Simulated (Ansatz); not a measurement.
Consider MgO in the rock salt structure (space group Fm-3m, No. 225; a = 4.2141 Å).

Method: Ansatz (an electronic-structure program) PBEsol, no spin-orbit coupling.

Before the change:

Gap between the host's bands: 4.62 eV
Gap character: direct at Γ

Now apply this change: electron doping at 2.0×10^22 cm⁻³ (0.374 per cell), with a uniform compensating background at fixed cell and a 300 K Fermi–Dirac width.

How does this affect the Fermi level from band edge?

The Fermi level relative to the doped band's edge (positive inside the band; to 0.05 eV) comes out as +3.35 eV.

What does the calculation give for the gap between the host's bands after the change?

The gap between the host's bands decreases by 0.34 eV (4.62 eV → 4.28 eV).

What does the calculation give for the gap character after the change?

The gap character remains direct at Γ.

Carriers are added with a uniform compensating background; total energy and stress of such cells depend on the potential's zero and are not compared; many-body gap narrowing is missing at this level. Whether these cells are dynamically stable was not tested. The base started in Pnma and relaxed to Fm-3m at this level.
